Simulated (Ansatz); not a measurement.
The reference is BiSb in the CsCl type structure (space group Pm-3m, No. 221; a = 3.894 Å; a hypothetical phase, not in the database extracts checked; relaxed with 0.1 eV smearing). Axes: x, y, z lie along the cube axes.

Method: Ansatz (a quantum-chemistry and plane-wave program) PBE, spin-orbit coupling left out.

Strains are applied to the cell and any free atomic positions relax; under biaxial strain the out-of-plane vector relaxes too.

One change was made to it. Results:

| quantity | base | after |
|---|---|---|
| energy relative to the base (free energy F) | 0 meV/atom | +13 meV/atom |
| band gap | zero | zero |
| pressure | 0.0 GPa | -2.5 GPa |

Which of these changes matches the shifts?
A) uniaxial strain ε_yy = +1.18 %
B) biaxial strain +0.84 %, plane normal [001], relaxed out of plane
C) isotropic strain +1.70 %
D) uniaxial strain ε_xx = −1.14 %

C, isotropic strain +1.70 %. For comparison, the energy relative to the base in the other runs: uniaxial strain ε_yy = +1.18 % gives +0.9 meV/atom; uniaxial strain ε_xx = −1.14 % gives +0.8 meV/atom; biaxial strain +0.84 %, plane normal [001], relaxed out of plane gives +0.6 meV/atom.

No phonon test of stability was made. The final runs are not spin-polarised.
